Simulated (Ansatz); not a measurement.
The reference is MgO in the rock salt structure (space group Fm-3m, No. 225; a = 4.2044 Å). Axes: x, y, z lie along the cube axes.

The values are results of r2SCAN (Ansatz, an electronic-structure program; PAW; 500 eV plane waves; no SOC), not measurements.

Modification: every lattice vector is stretched by 0.50 %; the atoms relax in the strained cell.

Predict the stress tensor and what it implies for the stiffness.

Stress of the strained cell less that of the base (GPa, compression positive):
```
  -2.42    0.00    0.00
   0.00   -2.42    0.00
   0.00    0.00   -2.42
```

Then B = −ΔP/(ΔV/V₀) with ΔV/V₀ = 0.0151 gives secant stiffness values (nonlinear terms included at this strain): B ≈ 161 GPa.

No phonon test of stability was made.
